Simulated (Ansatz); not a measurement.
ZrTa (model structure, Pm-3m, No. 221, 2 atoms in the cell) was calculated with PBE in Ansatz (PAW).

Run with plane-wave cutoff 520 eV, 16×16×16 k mesh, Fermi–Dirac smearing 0.05 eV, scalar-relativistic PAW data made under PBE.

Cell (relaxed at this level):

Space group Pm-3m (No. 221); a = 3.441 Å, b = 3.441 Å, c = 3.441 Å, α = 90.00°, β = 90.00°, γ = 90.00°

| atom | site | symmetry | x | y | z |
|---|---|---|---|---|---|
| Ta | 1a | m-3m | 0.0000 | 0.0000 | 0.0000 |
| Zr | 1b | m-3m | 0.5000 | 0.5000 | 0.5000 |

Problem. What does this level give for the bulk modulus?

Solution. 
- bulk modulus: 131 GPa

The run finds no gap.

Note: the bulk modulus is −V dP/dV from two relaxed cells at ±2 % in volume; the relaxation could raise the start's symmetry but not lower it, so the cell can be a saddle point.

Spin–orbit coupling is not included.

Computing time: roughly 70 core-seconds.

A model structure was made by putting elements into a prototype or built by hand; it is no filed structure, need not be a known phase, and can be a saddle point held by its symmetry.

Ansatz is a program for electronic structure.
